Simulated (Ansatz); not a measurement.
Given:

```
WSe2
1.0
    3.27904     0.00000     0.00000
   -1.63952     2.83973     0.00000
    0.00000     0.00000    12.70952
W Se
2 4
Cartesian
  1.63952   0.94658   9.53214
  0.00000   1.89315   3.17738
  1.63952   0.94658   4.86034
  0.00000   1.89315  11.21510
  0.00000   1.89315   7.84918
  1.63952   0.94658   1.49442
```

No spin polarisation.

The values are results of PBE-D3(BJ) (Ansatz, a program for electronic structure; PAW; 420 eV plane waves; without spin-orbit coupling), not measurements. Settings: 12×12×3 k-points, 0.05 eV Fermi–Dirac smearing.

**Question.** Predict the valence-band top at Γ, stress and smallest direct gap.

**Answer.** The valence-band top at Γ (three highest levels, from the VBM) is 0.00, -0.92, -1.22 eV and the stress (xx, yy, zz, yz, xz, xy; compression positive) is (0.09, 0.09, 0.44, 0.00, 0.00, 0.00) GPa. The smallest direct gap is 1.56 eV.

Spin-orbit coupling, missing from the scalar runs, can matter with W. The cells carry an imposed strain or load. No phonon test of stability was made. The cell was made from WSe2 (space group P6_3/mmc, No. 194; layered, stacked along the Cartesian z axis) by this change: uniaxial strain ε_zz = −0.60 %.
